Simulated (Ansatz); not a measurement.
**Effect of isotropic strain −2.40 % on WS2**

Base system: WS2 (space group P6_3/mmc, No. 194; a = 3.115 Å, c = 11.772 Å; layered, stacked along the Cartesian z axis).

Now apply this change: an isotropic linear strain of −2.40 %, atoms relaxed at fixed cell.

Level of theory: PBEsol-D3(BJ) in Ansatz (plane waves to 420 eV, PAW, without spin-orbit coupling). Settings: 12×12×3 k-points, 0.05 eV Fermi–Dirac smearing.

```json
[
 {"quantity": "space group", "base": "P6_3/mmc (No. 194)", "changed": "P6_3/mmc (No. 194)", "shift": "–"},
 {"quantity": "shortest interatomic distance", "base": "2.389 Å", "changed": "2.370 Å", "shift": "-0.019 Å"},
 {"quantity": "energy relative to the base (free energy F)", "base": "0 meV/atom", "changed": "+27 meV/atom", "shift": "+27 meV/atom"},
 {"quantity": "pressure (mean of the normal stresses, compression positive)", "base": "0.00 GPa", "changed": "8.00 GPa", "shift": "+8.00 GPa"},
 {"quantity": "band gap", "base": "0.65 eV", "changed": "0.42 eV", "shift": "-0.23 eV"},
 {"quantity": "gap character", "base": "indirect, Γ → K–Γ (44 % along)", "changed": "indirect, Γ → K–Γ (44 % along)", "shift": "–"},
 {"quantity": "smallest direct gap", "base": "1.92 eV", "changed": "1.68 eV", "shift": "-0.24 eV"},
 {"quantity": "mean gap deformation potential ΔEg/Δln V", "base": "–", "changed": "+3.2 eV", "shift": "–"},
 {"quantity": "width of the top valence band", "base": "2.05 eV", "changed": "2.16 eV", "shift": "+0.104 eV"},
 {"quantity": "electron mass", "base": "0.39 mₑ along c, 0.46 mₑ across (off the special points)", "changed": "0.31 mₑ along c, 0.39 mₑ across (off the special points)", "shift": "–"},
 {"quantity": "hole mass", "base": "0.96 mₑ along c, 0.46 mₑ across (at Γ)", "changed": "0.97 mₑ along c, 0.43 mₑ across (at Γ)", "shift": "–"},
 {"quantity": "valence-band top at Γ (three highest levels, from the VBM)", "base": "0.00, -1.26, -1.60 eV", "changed": "0.00, -1.11, -2.03 eV", "shift": "–"},
 {"quantity": "largest internal atomic displacement", "base": "–", "changed": "0.058 Å", "shift": "–"}
]
```

Final structure:

```
CELL_PARAMETERS angstrom
      3.03999     0.00000     0.00000
     -1.51999     2.63271     0.00000
      0.00000     0.00000    11.48983
ATOMIC_POSITIONS crystal
  W  0.66667 0.33333 0.25000
  W  0.33333 0.66667 0.75000
  S  0.66667 0.33333 0.88861
  S  0.33333 0.66667 0.38861
  S  0.33333 0.66667 0.11139
  S  0.66667 0.33333 0.61139
```

With W present, leaving out spin-orbit coupling can change the band edges. Masses are band curvatures over ±0.01 Å⁻¹ around the edge. Stability against distortions was not tested.

Ansatz is a quantum-chemistry and plane-wave program.
